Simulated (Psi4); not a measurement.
Psi4 1.11, HF/def2-svpd, scf_type pk: Zr(S)(F)(OMe) (C[O][Zr]([F])=[S]), 8 atoms. The geometry is a generated start, not checked to be a minimum at this level.

```json
{
  "task": "energy",
  "method": "scf",
  "basis": "def2-svpd",
  "memory": "7 GB",
  "e_convergence": "1e-08",
  "d_convergence": "1e-07",
  "guess": "auto, which took SAD (default)",
  "diis_max_vecs": "10 (default)",
  "scf_initial_accelerator": "adiis (default)",
  "effective_core_potentials": "those of the basis set, past Kr",
  "basis_functions": "151"
}
```

```xyz
8

Zr     0.6318     1.1797     0.9962
S      1.5075     2.9357    -0.2110
F     -1.1657     1.6042     1.2954
O      0.8496    -0.3626    -0.0459
C     -0.2419    -1.1753    -0.4297
H     -0.5967    -0.8710    -1.4260
H      0.0915    -2.2188    -0.4769
H     -1.0761    -1.0920     0.2979
```
Charge 0, spin multiplicity 1.

The reference run uses exact four-centre integrals (scf_type = pk). Each setting ran once; only counts and results are compared.

Settings tried, all else as in the reference:
- scf_type = dfdirj+snlink
- scf_type = dfdirj+link
- scf_type = dfdirj+cosx, cosx_radial_points_final = 50, cosx_spherical_points_final = 194
- scf_type = dfdirj+cosx
- scf_type = cd, cholesky_tolerance = 0.0001 (default)
- scf_type = dfdirj+cosx, cosx_radial_points_final = 75, cosx_spherical_points_final = 302
- scf_type = dfdirj+cosx, cosx_radial_points_final = 25, cosx_spherical_points_final = 50
- scf_type = direct
- scf_type = mem_df
- scf_type = cd, cholesky_tolerance = 1e-06
- scf_type = cd, cholesky_tolerance = 0.001
- scf_type = cd, cholesky_tolerance = 1e-05

Which of these stay within 1.0 meV/atom in energy of the reference run?

Within it: scf_type = direct; scf_type = cd, cholesky_tolerance = 1e-06; scf_type = cd, cholesky_tolerance = 1e-05; scf_type = dfdirj+cosx, cosx_radial_points_final = 50, cosx_spherical_points_final = 194; scf_type = dfdirj+cosx, cosx_radial_points_final = 75, cosx_spherical_points_final = 302; scf_type = dfdirj+snlink; scf_type = dfdirj+link; scf_type = mem_df. At the edge (between 0.75 and 1.33 times the tolerance): scf_type = dfdirj+cosx. Outside: scf_type = cd, cholesky_tolerance = 0.0001 (default); scf_type = dfdirj+cosx, cosx_radial_points_final = 25, cosx_spherical_points_final = 50; scf_type = cd, cholesky_tolerance = 0.001.

```tsv
setting	energy against the reference
scf_type = direct	under 0.001 meV/atom
scf_type = cd, cholesky_tolerance = 1e-06	−0.0097 meV/atom
scf_type = cd, cholesky_tolerance = 1e-05	−0.020 meV/atom
scf_type = dfdirj+cosx, cosx_radial_points_final = 50, cosx_spherical_points_final = 194	+0.21 meV/atom
scf_type = dfdirj+cosx, cosx_radial_points_final = 75, cosx_spherical_points_final = 302	+0.26 meV/atom
scf_type = dfdirj+snlink	−0.32 meV/atom
scf_type = dfdirj+link	−0.33 meV/atom
scf_type = mem_df	+0.53 meV/atom
scf_type = dfdirj+cosx	−1.2 meV/atom
scf_type = cd, cholesky_tolerance = 0.0001 (default)	+1.7 meV/atom
scf_type = dfdirj+cosx, cosx_radial_points_final = 25, cosx_spherical_points_final = 50	+15 meV/atom
scf_type = cd, cholesky_tolerance = 0.001	+21 meV/atom
```

Total energies are compared; such shifts often cancel in part in energy differences. The DFDIRJ builders fit J, which adds its shift to that of exchange. Psi4 runs the final COSX grid once, on the density of the start grid. No test of the SCF solution's stability was run. Also tried and not ranked: scf_type = cd, cholesky_tolerance = 0.01 (possibly another state). The tolerance is a choice made for this comparison.
